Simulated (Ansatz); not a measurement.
## Response to strain in SrTiO3

Start from SrTiO3 in the cubic perovskite structure (space group Pm-3m, No. 221; a = 3.891 Å).

Strains are applied to the cell and any free atomic positions relax.

Level of theory: PBEsol (Ansatz, a quantum-chemistry and plane-wave program), spin-orbit coupling left out.

| isotropic strain (%) | band gap (eV) |
|---|---|
| -3 | 2.01 |
| -2.4 | ? |
| -1.2 | 1.92 |
| -0.6 | 1.88 |
| 0 | 1.85 |

Q: Fit E_g = E₀ + Dε (ε in %) to the rows shown and predict the withheld row.

A: Least squares on the printed values gives E₀ = 1.85 eV, D = -53.6 meV per % of strain (largest residual 0.01 eV); this predicts 1.98 eV, and the run gives 1.98 eV, in agreement.

Whether these cells are dynamically stable was not tested. The final runs are not spin-polarised. Many cubic perovskites are stable only at high temperature; tilts and polar distortions were not tested.
